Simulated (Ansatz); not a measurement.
Defect: Ga-vacancy pair (Ga on one host Al site, one Al site vacant) in wurtzite AlN, charge state -3. The step: Ga and the vacancy change places (Ga-vacancy distance between ideal sites 3.09 Å throughout); the atom moves 2.97 Å along (0.64, 0.32, 0.48) of the unit cell; the moving atom starts with neighbours N at 1.87, N at 1.97, 2 N at 2.02 Å and ends with N at 1.85, 2 N at 1.96, N at 2.02 Å. DFT values are from Ansatz (plane-wave PAW, 420 eV unless said) in a cell of 72 host sites, spin-restricted, static, with no finite-size correction. The charge state is imposed; whether it is stable for some Fermi level was not computed. Forms of the defect that were not tried may lie lower. The start lies 0.036 eV above the lowest site run (PBE). For the PBE band: the check of the saddle point's order was inconclusive, and it lies on a symmetry element of the cell, where a band can be held.

```csv
Level,Forward barrier (eV),Cost of the band or of the saddle's single point
"CHGNet universal potential (has no charge state), its own band",1.63,-
"PBE, the Γ point alone, band relaxed",1.80,roughly 26 core-minutes
"PBE, a 2×2×2 k-point mesh shifted by half a step along c, same geometries",1.79,very roughly 120 core-seconds
"r2SCAN at 500 eV, the Γ point alone, same geometries",1.95,around 80 core-seconds (rough)
"HSE06, Γ point alone, same geometries",___,about 5 core-minutes (a rough figure)
```

Q: Complete the blanks.

A: 
- HSE06, Γ point alone, same geometries, Forward barrier (eV): 1.99

Ansatz is an electronic-structure program.
